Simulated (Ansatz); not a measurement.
The structure below was relaxed with plane-wave PAW DFT at the PBE level (Ansatz, a quantum-chemistry and plane-wave program, 420 eV), no SOC.

Space group Cm (No. 8); a = 15.269 Å, b = 4.594 Å, c = 7.978 Å, α = γ = 90.00°, β = 99.91°

```csv
atom,site,symmetry,x,y,z
Te,2a,m,0.3116,0.0000,0.4516
Te,2a,m,0.3064,0.5000,0.9214
Te,2a,m,0.0724,0.0000,0.6918
Te,2a,m,0.0603,0.5000,0.1866
Cd,2a,m,0.4966,0.5000,0.9942
Cd,2a,m,0.0017,0.5000,0.5056
Cd,2a,m,0.2504,0.5000,0.2490
Zn,2a,m,0.2507,0.0000,0.7497
```

Task: Write out a cell with all atoms.

Result: 
```
ZnCd3Te4
1.0
   15.26891     0.00000     0.00000
    0.00000     4.59352     0.00000
   -1.37370     0.00000     7.85893
Te Cd Zn
8 6 2
Direct
  0.31158   0.00000   0.45163
  0.30641   0.50000   0.92140
  0.07236   0.00000   0.69177
  0.06032   0.50000   0.18662
  0.81158   0.50000   0.45163
  0.80641   0.00000   0.92140
  0.57236   0.50000   0.69177
  0.56032   0.00000   0.18662
  0.49657   0.50000   0.99423
  0.00173   0.50000   0.50562
  0.25039   0.50000   0.24904
  0.99657   0.00000   0.99423
  0.50173   0.00000   0.50562
  0.75039   0.00000   0.24904
  0.25066   0.00000   0.74970
  0.75066   0.50000   0.74970
```
This is the conventional cell.

Each cell is one ordered arrangement of few atoms, which overstates ordering effects compared with a random alloy. No phonon test of stability was made. The cell was made from CdTe by this change: x(Zn) = 0.25, 8 atoms, Cm.
